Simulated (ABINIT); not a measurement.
# Equation of state of rock-salt HfC (space group 225): energy against volume (ABINIT, PBEsol)

```yaml
crystal:
  lattice:
    - [0.00000, 2.25264, 2.25264]
    - [2.25264, 0.00000, 2.25264]
    - [2.25264, 2.25264, 0.00000]
  atoms:
    - { symbol: Hf, position: [0.00000, 0.00000, 0.00000] }
    - { symbol: C, position: [0.50000, 0.50000, 0.50000] }
```

Method: PBEsol, norm-conserving pseudopotentials (PseudoDojo nc-sr-04 PBEsol standard) (plane waves; ABINIT 10.0.3). Settings: pseudos = [Hf.upf, C.upf]; ecut = 53 Ha; ixc = -116133; occopt = 3; tsmear = 0.00183747 Ha; ngkpt = 22 22 22; nshiftk = 1; shiftk = 0 0 0; potentials = PseudoDojo nc-sr-04 PBEsol standard; nband = 13; kptopt = 1; nstep = 80; tolvrs = 1e-12. The cell above is the first row's. The rows scale it uniformly. In all rows fractional positions and the k mesh are held. E is the free energy at the stated smearing, counted from the lowest row.

| V (Å^3/atom) | E (meV/atom) |
|---|---|
| 11.4308 | 47.43 |
| 11.6793 | 21.96 |
| 11.9277 | 6.47 |
| 12.1762 | 0.00 |
| 12.4247 | 1.68 |
| 12.6732 | 10.73 |
| 12.9217 | 26.43 |
| 13.1702 | 48.14 |
| 13.4187 | ? |

Fit E of the 8 rows that show it with the third-order Birch-Murnaghan form, a cubic in V^(-2/3). With u = V^(-2/3) - 0.188, the rows have u = 0.009068, 0.006262, 0.003556, 0.000941, -0.001587, -0.004032, -0.006398, -0.008690. Least squares gives E = -0.281 - 270.19·u + 610124·u² - 5190·u³. Residuals (row less fit): -0.005, 0.010, -0.003, -0.005, -0.004, 0.002, 0.006, -0.005; standard error 0.008 (degrees of freedom: 4). Its minimum lies at u = 0.000221, so V0 = (0.188221)^(-3/2) = 12.25. There d²E/du² = 1220000 and d³E/du³ = -31140, so B0 = (4/9) × 12.25^(-7/3) × 1220000 × 0.160218 = 251 GPa (the last factor turns the table's units into GPa), and B0' = 4 + (2/3) × 0.188221 × (-31140)/1220000 = 4.0. The program's pressures in the fitted runs (not shown) pass through zero at V = 12.25, 0.00 % from this V0.

Q: What does the fit predict for E at V = 13.4187, and how far is the calculated value from it?

A: u = -0.010910, so E = -0.281 - 270.19 × (-0.010910) + 610124 × (-0.010910)² - 5190 × (-0.010910)³ = 75.295 meV/atom. The calculation gives 75.29 meV/atom, 0.005 meV/atom below the prediction (under 0.05 % of the range of E in the table). The row lies outside the fitted rows, so this is an extrapolation. From the scatter of the fitted rows alone, a prediction at this place has a standard error of 0.018 meV/atom, so the miss is 0.3 times that.

Carrying the step between the two nearest rows on in a straight line would have given 69.85, off by 5.44; series whose last step already gives the withheld value aren't shown. The scan was laid around a cell of about the measured size, scaled by a guess for this functional. The runs keep the symmetry of the cell, so they don't test it for distortions. Spin-orbit coupling is off. Cutoffs and mesh are single choices, not tested for convergence of this quantity. Series with a scatter that would blur these digits, or in which a gap closes, are not shown. Nor are scans whose minimum lies at an end fitted in this form.
